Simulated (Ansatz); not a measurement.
**The (110) surface of alpha gallium in its 1x1 cell, outermost plane spacing 0.74 Å in the ideal cut**

Method: r2SCAN, at the PBE geometry (plane waves to 500 eV, PAW; Ansatz, a program for electronic structure).

Model: 12-atom slab, 10.6 Å thick at the start, 9x8x1 mesh, Fermi-Dirac 0.1 eV, dipole correction, single point; on the structure that PBE left under its start's symmetry; no spin, no spin-orbit, no U.

```
Property                                                     Value
-----------------------------------  -----------------------------
surface energy (mean of both faces)                      0.81 J/m²
work function of the top face                              4.13 eV
cost                                 around 3 core-minutes (rough)
```
